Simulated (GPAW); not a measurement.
GPAW run on PtAl₂ (Fm-3m, 3 atoms in the cell): self-consistent single point.

Method of the run: PBE, GPAW PAW datasets PBE (gpaw-data 1.0.1) (plane waves; GPAW).

```
CELL_PARAMETERS angstrom
      0.00000     2.97628     2.97628
      2.97628     0.00000     2.97628
      2.97628     2.97628     0.00000
ATOMIC_POSITIONS crystal
  Al 0.25000 0.25000 0.25000
  Al 0.75000 0.75000 0.75000
  Pt 0.00000 0.00000 0.00000
```

Reference input (self-consistent single point, DFT PBE, plane waves, GPAW PAW datasets PBE (gpaw-data 1.0.1)): mode = pw; ecut = 600 eV; xc = PBE; kpts = 7 7 7; mesh shift (steps) = 0 0 0; occupations.name = fermi-dirac; occupations.width = 0.1 eV; nbands = -11; convergence.density = 1e-05 e/electron; symmetry.symmorphic = false; symmetry.tolerance = 0.0005; maxiter = 150. This run's input differs from it in these lines:

```diff
@@ -15,3 +15,3 @@
             xc='PBE',
-            kpts=(7, 7, 7),
+            kpts={'size': (8, 8, 8), 'gamma': True},
             occupations=FermiDirac(0.1),
```

Output (repeated stretches shortened):

```
     iter     time        total  log10-change:
                         energy   eigst   dens
iter:   1 --:--:--   -17.213564
iter:   2 --:--:--   -17.035620   -1.50  -1.15
iter:   3 --:--:--   -16.595359   -1.38  -1.17
iter:   4 --:--:--   -16.534632   -2.43  -1.36
iter:   5 --:--:--   -16.474636   -2.63  -1.38
iter:   6 --:--:--   -16.575515   -2.20  -2.23
iter:   7 --:--:--   -16.499630   -2.85  -1.87
iter:   8 --:--:--   -16.475618   -2.88  -1.99
iter:   9 --:--:--   -16.475457   -4.17  -2.91
iter:  10 --:--:--   -16.475775c  -4.70  -3.22
iter:  11 --:--:--   -16.475598c  -4.69  -3.11
iter:  12 --:--:--   -16.475599c  -6.35  -3.97
   [... lines left out ...]
iter:  14 --:--:--   -16.475605c  -7.99c -4.08
iter:  15 --:--:--   -16.475601c  -7.26  -4.11
iter:  16 --:--:--   -16.475601c  -8.49c -4.18
iter:  17 --:--:--   -16.475601c  -7.26  -4.22
iter:  18 --:--:--   -16.475601c  -8.26c -4.42
iter:  19 --:--:--   -16.475600c  -8.77c -4.45
iter:  20 --:--:--   -16.475600c  -8.50c -4.48
iter:  21 --:--:--   -16.475599c  -8.38c -4.51
iter:  22 --:--:--   -16.475600c  -8.05c -4.63
iter:  23 --:--:--   -16.475600c  -9.63c -4.92
iter:  24 --:--:--   -16.475600c -10.39c -4.95
iter:  25 --:--:--   -16.475600c  -9.97c -4.98
iter:  26 --:--:--   -16.475600c  -8.86c -5.25c
Converged after 26 iterations.

Dipole moment: (0.000000, -0.000000, -0.000000) |e|*Ang

Energy contributions relative to reference atoms: (reference = -513582.209297)

Kinetic:         -1.518132
Potential:       +0.971338
External:        +0.000000
XC:             -15.491787
Entropy (-ST):   -0.045530
Local:           -0.414255
SIC:             +0.000000
--------------------------
Free energy:    -16.498365
Extrapolated:   -16.475600

Showing only first 2 kpts
 Kpt  Band  Eigenvalues  Occupancy
  0     9     10.17982    0.00000
  0    10     11.20068    0.00000
  0    11     11.20068    0.00000
  0    12     11.20068    0.00000

  1     9      9.68155    0.00000
  1    10      9.68155    0.00000
  1    11      9.94732    0.00000
  1    12     10.20929    0.00000

Fermi level: 7.38361

No gap
No difference between direct/indirect transitions
Energy (eV): -16.4756

Forces in eV/Ang:
  0 Al    0.00000   -0.00000   -0.00000
  1 Al   -0.00000   -0.00000    0.00000
  2 Pt   -0.00000   -0.00000    0.00000

Stress tensor:
    -0.000400     0.000000     0.000000
     0.000000    -0.000400    -0.000000
     0.000000    -0.000000    -0.000400
Stress (GPa, Voigt): [-0.064 -0.064 -0.064 -0.     0.     0.   ]
```

The run converged in 26 iterations. GPAW prints stress with tension positive. Against the reference run the free energy goes up by 2.5 meV/atom and the pressure hardly changes (0.04 to 0.06 GPa).

The starting cell has typed, rounded lattice constants, without a prior relaxation at this level. Its lattice was rescaled by a random factor within 2.5 % of one. Spin polarisation is off.

Cost on one core of a shared machine: roughly 70 s.
